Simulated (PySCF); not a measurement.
PySCF 2.14.0, MP2 (frozen core)/cc-pvdz: Ge(OMe)(NH2)2(NMe2) (C[O][Ge]([NH2])([NH2])[N](C)C), 21 atoms. The geometry is a generated start, not checked to be a minimum at this level.

- task: mp2
- basis: cc-pvdz
- two-electron scheme: exact four-centre integrals
- frozen core: true
- mf.init_guess: minao (default)
- mf.DIIS: CDIIS (default)
- mf.diis_space: 8 (default)
- mf.conv_tol: 1e-09 (default)
- basis functions (reference run): 190

On 4 threads, 1 BLAS thread. Build: conda-forge: OpenMP (GNU), OpenBLAS with its own threads, libcint, Libxc. One run each, on a shared machine, so no times are given.

Values of mol.max_memory tried: 8000 MB, 4000 MB, 2000 MB, 1000 MB, 500 MB, 300 MB, 200 MB.

Task: How low can the memory setting go, and what changes on the way?

Result: It runs down to 200 MB, the lowest tried, with the same result. At 8000 MB: SCF integrals in memory, transformation in memory. From 1000 MB down: direct SCF, transformation through a file.

| mol.max_memory | path | peak memory |
|---|---|---|
| 8000 MB | SCF integrals in memory, transformation in memory | 1.9 GiB |
| 4000 MB | SCF integrals in memory, transformation in memory | 1.9 GiB |
| 2000 MB | SCF integrals in memory, transformation in memory | 1.9 GiB |
| 1000 MB | direct SCF, transformation through a file | 1.4 GiB |
| 500 MB | direct SCF, transformation through a file | 1.4 GiB |
| 300 MB | direct SCF, transformation through a file | 1.4 GiB |
| 200 MB | direct SCF, transformation through a file | 1.4 GiB |

Peak memory is the kernel's count for the largest process, libraries included and scratch files not. The peak passes the setting at 2000 MB, 1000 MB, 500 MB, 300 MB, 200 MB: it is no hard cap. MP2's transformation through a file may take 2000 MB even at lower settings.
